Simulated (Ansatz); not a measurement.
Worked example: relaxation of cell and atoms of LaMg (Pmma, 4 atoms in the cell) in Ansatz (a quantum-chemistry and plane-wave program).

Computed with PBEsol, default PAW files made with PBE (plane waves; Ansatz).

The change in words: atoms on their sites; basis.ecutwfc: 420 eV → 210 eV; relax: default → cell and atoms. Reference geometry:
```xyz
4
Lattice="5.6323 0.0000 0.0000 0.0000 3.8129 0.0000 0.0000 0.0000 5.8064" Properties=species:S:1:pos:R:3 pbc="T T T"
La     4.2242     0.0000     4.6550
La     1.4081     0.0000     1.2013
Mg     1.4081     1.9064     4.0252
Mg     4.2242     1.9064     1.7812
```

Reference input (self-consistent single point, DFT, PBEsol, plane waves, default PAW files made with PBE): basis.ecutwfc = 420 eV; kpoints.mp_grid.grid = 3 6 3; hamiltonian.xc = pbesol; hamiltonian.pseudopotentials = {kind: paw} (the program's default PAW files); scf.occupations.method = fermi_dirac; scf.occupations.width = 0.1 eV. This run's input differs from it in these lines:

Ansatz 0.2 input:
```diff
@@ -6,3 +6,3 @@
   atoms:
-    - { symbol: La, position_ang: [4.224237, 0.000000, 4.655036] }
+    - { symbol: La, position_ang: [4.224237, 0.000000, 4.605038] }
     - { symbol: La, position_ang: [1.408079, 0.000000, 1.201339] }
@@ -11,3 +11,3 @@
 basis:
-  ecutwfc: 420.0
+  ecutwfc: 210.0
 kpoints:
@@ -19,2 +19,4 @@
   occupations: { method: fermi_dirac, width: 0.1 }
+relax:
+  cell: {}
 output:
```

Log, with long lists cut:

```
   [... SCF lines of the steps left out ...]
relax step   1: F+E_penalty+E_count = -16143.17896504 eV  Δ(F+E_penalty+E_count) = +0.000e0 eV  max|allowed force component| = 7.184e-2 eV/Å  Δτ_max = 0.0000 Å  P = -0.989 GPa  Ω = 124.693 Å³  (6 SCF iters, dr2 threshold 1.00e-7 eV, accepted)
relax step   2: F+E_penalty+E_count = -16143.72159859 eV  Δ(F+E_penalty+E_count) = -5.426e-1 eV  max|allowed force component| = 5.766e-2 eV/Å  Δτ_max = 0.0444 Å  P = +2.949 GPa  Ω = 121.186 Å³  energy of the carried Pulay correction = +5.548e-1 eV  [...]
   [... lines left out ...]
relax step 120: F+E_penalty+E_count = -16143.28182946 eV  Δ(F+E_penalty+E_count) = -3.845e-3 eV  max|allowed force component| = 1.514e-5 eV/Å  Δτ_max = 0.0000 Å  P = -0.000 GPa  Ω = 122.114 Å³  energy of the carried Pulay correction = +3.830e-3 eV  [...]
relax step 121: F+E_penalty+E_count = -16143.29235546 eV  Δ(F+E_penalty+E_count) = -1.053e-2 eV  max|allowed force component| = 1.489e-5 eV/Å  Δτ_max = 0.0000 Å  P = -0.067 GPa  Ω = 122.114 Å³  stress off target by 6.76e-2 GPa  SCF on the basis [...]
basis re-selected at this cell: Δ(F+E_penalty+E_count) = -1.053e-2 eV, ΔP = -0.066 GPa vs the last step
   [... lines left out ...]
Free energy (F): -16143.292355 eV
Fermi energy:    8.550196 eV
Error: variable-cell relaxation did not converge after 121 `relax_step` rows, as none of its last 55 fresh-basis SCF(s) at a relaxed cell met both thresholds with a finite energy. The last misses `relax.cell.stress_tol`: largest allowed force component 1.49e-5 eV/Å (`relax.f_tol` 1.00e-2 eV/Å), stress off the target on the free part of the cell 6.76e-2 GPa (`relax.cell.stress_tol` 5.00e-2 GPa), F+E_penalty+E_count -16143.29235546 eV. The closest is row 119, whose structure comes with this error. Larger ratio of force or stress to its threshold at each such SCF whose figures are numbers: 31.216, 24.251, 15.950, 11.307, 8.300, 5.225, 4.312, 4.742, 6.052, 7.052, 6.328, 7.346, 4.619, [...]
   [... lines left out ...]
to start a new deck from the relaxed geometry:
  cell:  # Å, volume = 122.1391 Å³
    - [5.570421644972883, 1.8862871085650854e-33, -1.980599705445918e-31]
    - [1.2769447257419338e-33, 3.936216437145539, 3.0683420028619126e-32]
    - [-2.0597245001350304e-31, 4.672590061841006e-32, 5.570415763936272]
  atoms:
    - { symbol: La, position: [0.7499999999999997, -3.0829695232013184e-39, 0.7499988481764869] }
    - { symbol: La, position: [0.24999999999999994, -3.0829695228592046e-39, 0.2500011518235128] }
    - { symbol: Mg, position: [0.24999999999999994, 0.49999999999999994, 0.750002694397192] }
    - { symbol: Mg, position: [0.7499999999999997, 0.49999999999999994, 0.24999730560280808] }
```

The relaxation ended unconverged. 

The starting cell comes from a database of computed structures (which also holds hypothetical and non-ambient phases and stackings), without a prior relaxation at this level. Its lattice was rescaled by up to half a per cent. The cutoff lies below the one recommended for these files.

Cost on one core of a shared machine: roughly 3 min.
